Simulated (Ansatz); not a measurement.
InP, pressure series

The parent structure is InP in the zinc blende structure (space group F-43m, No. 216).

```xyz
2
Lattice="0.0000 2.9535 2.9535 2.9535 0.0000 2.9535 2.9535 2.9535 0.0000" Properties=species:S:1:pos:R:3 pbc="T T T"
P      4.4303     4.4303     4.4303
In     0.0000     0.0000     0.0000
```

Cell and atoms are relaxed at each pressure.

The values are results of Ansatz (a program for electronic structure), r2SCAN, PAW, cutoff 500 eV, scalar-relativistic without spin-orbit coupling, not measurements.

Notes on the quantities. enthalpy: H = E + PV relative to the base's energy; hole mass: degenerate bands, along [100].

| change | electron mass | shortest interatomic distance | enthalpy | hole mass |
|---|---|---|---|---|
| base | 0.074 mₑ (at Γ) | 2.558 Å | – | 0.073, 0.44, 0.44 mₑ (at Γ) |
| pressure −2 GPa | 0.062 mₑ (at Γ) | 2.585 Å | -0.33 eV/atom | 0.062, 0.45, 0.45 mₑ (at Γ) |
| pressure −1 GPa | 0.068 mₑ (at Γ) | 2.571 Å | -0.16 eV/atom | 0.067, 0.45, 0.45 mₑ (at Γ) |
| pressure 3 GPa | 0.087 mₑ (at Γ) | 2.524 Å | +0.47 eV/atom | 0.087, 0.42, 0.42 mₑ (at Γ) |
| pressure 7 GPa | 0.10 mₑ (at Γ) | 2.487 Å | +1.08 eV/atom | 0.10, 0.39, 0.39 mₑ (at Γ) |
| pressure 15 GPa | 1.8 mₑ along k, 0.24 mₑ across (at X) | 2.429 Å | +2.22 eV/atom | 0.12, 0.36, 0.36 mₑ (at Γ) |
| pressure 30 GPa | 1.9 mₑ along k, 0.24 mₑ across (at X) | 2.352 Å | +4.18 eV/atom | 0.15, 0.31, 0.31 mₑ (at Γ) |
| pressure 50 GPa | 2.1 mₑ along k, 0.23 mₑ across (at X) | 2.281 Å | +6.56 eV/atom | 0.17, 0.27, 0.27 mₑ (at Γ) |
| pressure 75 GPa | 2.6 mₑ along k, 0.23 mₑ across (at X) | 2.217 Å | +9.29 eV/atom | 0.19, 0.24, 0.24 mₑ (at Γ) |
| pressure 100 GPa | – | 2.168 Å | +11.82 eV/atom | 0.20, 0.21, 0.21 mₑ (at Γ) |

The levels and masses belong to the bands next to the band gap. Load acts through the strain it causes; cell and atoms are relaxed under it. Masses are band curvatures over ±0.01 Å⁻¹ around the edge. Along k means along the line from Γ to the band edge. No phonon test of stability was made. Measured, InP leaves this structure (for rock salt) near 9.8 GPa (temperature not stated; as listed in Datta, Sujoy, Jana, Debnarayan, arXiv (2020)).
